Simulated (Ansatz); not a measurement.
The starting structures come from a database of crystals and need not be the phases stable at ambient conditions.

Here is the system:

```
ZrCl4
1.0
    6.34564     0.00000     0.01755
    0.00000     7.43700     0.00000
    1.96432     0.00000     5.90068
Zr Cl
2 8
Direct
  0.00000   0.16599   0.75000
  0.00000   0.83401   0.25000
  0.25586   0.63511   0.01824
  0.74414   0.36489   0.98176
  0.74414   0.63511   0.48176
  0.25586   0.36489   0.51824
  0.77124   0.10790   0.49587
  0.22876   0.89210   0.50413
  0.22876   0.10790   0.00413
  0.77124   0.89210   0.99587
```

Space group of this cell: P2/c. The cell was relaxed by PBE-D3(BJ).

Transport runs along the normal of the first two printed cell vectors.

No gap correction and no spin-orbit coupling; mid-gap values are interpolated between computed energies.

**Question.** State the band gap and the smallest decay constant κ at mid-gap according to r2SCAN (Ansatz, a first-principles code).

**Answer.** Gap 3.99 eV on a 6×4×6 mesh; κ = 0.403 1/Å, at the zone centre.
